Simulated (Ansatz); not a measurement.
Sn: response to strain

The reference is Sn (space group I4_1/amd, No. 141; a = 5.8866 Å, c = 3.1864 Å; relaxed with 0.1 eV smearing). Axes: x, y, z lie along a, b, c of the conventional cell.

Strains are applied to the cell and any free atomic positions relax; under biaxial strain the out-of-plane vector relaxes too.

Computed with r2SCAN (Ansatz, a quantum-chemistry and plane-wave program), no spin-orbit coupling.

Notes on the quantities. energy relative to the base: free energy F; pressure: mean of the normal stresses, compression positive.

| change | volume per atom | energy relative to the base | pressure |
|---|---|---|---|
| base | 27.60 Å³ | 0 meV/atom | 0.0 GPa |
| biaxial strain −4.86 %, plane normal [001], relaxed out of plane | 26.34 Å³ | +46 meV/atom | 3.8 GPa |
| biaxial strain −1.82 %, plane normal [001], relaxed out of plane | 26.96 Å³ | +6.3 meV/atom | 1.5 GPa |
| biaxial strain −0.69 %, plane normal [001], relaxed out of plane | 27.31 Å³ | +0.9 meV/atom | 0.6 GPa |
| biaxial strain −0.45 %, plane normal [001], relaxed out of plane | 27.40 Å³ | +0.4 meV/atom | 0.4 GPa |
| biaxial strain +1.04 %, plane normal [001], relaxed out of plane | (withheld) | (withheld) | (withheld) |
| uniaxial strain ε_yy = −0.83 % | 27.37 Å³ | +0.5 meV/atom | 0.5 GPa |
| uniaxial strain ε_yy = −0.50 % | 27.47 Å³ | +0.2 meV/atom | 0.3 GPa |
| uniaxial strain ε_zz = +2.94 % | 28.42 Å³ | +6.1 meV/atom | -1.4 GPa |
| tensor shear ε_xz = −0.96 % | 27.60 Å³ | +0.8 meV/atom | 0.0 GPa |

### Question
What belongs in the blanks?

### Answer

- biaxial strain +1.04 %, plane normal [001], relaxed out of plane, volume per atom: 28.00 Å³
- biaxial strain +1.04 %, plane normal [001], relaxed out of plane, energy relative to the base: +2.1 meV/atom
- biaxial strain +1.04 %, plane normal [001], relaxed out of plane, pressure: -0.7 GPa

A biaxial case was relaxed in a doubled cell and then solved in the primitive one. No phonon test of stability was made.
